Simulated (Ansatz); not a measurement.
Defect migration in fcc Ag: Si-vacancy pair (Si on one host Ag site, one Ag site vacant), neutral cell. The step: direct exchange of Si with the vacancy (Si-vacancy distance between ideal sites 2.93 Å throughout); the atom moves 2.89 Å along (0.00, 0.49, 0.49) of the unit cell; the moving atom starts with neighbours 3 Ag at 2.82, Ag at 2.82, Ag at 2.87, 3 Ag at 2.93, 3 Ag at 2.94 Å and ends with 3 Ag at 2.82, Ag at 2.82, Ag at 2.87, 3 Ag at 2.93, 3 Ag at 2.94 Å. A PBE band in Ansatz (plane-wave PAW, a 2×2×2 k-point mesh shifted by half a step, 32 host sites, 17 SCF runs with any check of the saddle's order, static, no finite-size correction) gives a forward barrier of 0.33 eV. The saddle point's order was not checked, and it lies on a symmetry element of the cell, where a band can be held. Forms of the defect that were not tried may lie lower.

Single points at the band's start and saddle point can refine it. Rough cost of one point, in units of the band's mean SCF on the same machine:

| Level | Cost of one point |
|---|---|
| PBE, a 4×4×4 k-point mesh shifted by half a step | about 8 |
| r2SCAN at 500 eV, a 2×2×2 k-point mesh shifted by half a step | about 2 |

Question: Which of these move the barrier by more than 0.1 eV, and how far does each move it?

Answer: Not one does. PBE, a 4×4×4 k-point mesh shifted by half a step: +0.02 eV; r2SCAN at 500 eV, a 2×2×2 k-point mesh shifted by half a step: -0.06 eV. Each functional is compared with PBE at the same k-points.

Ansatz is a first-principles code.
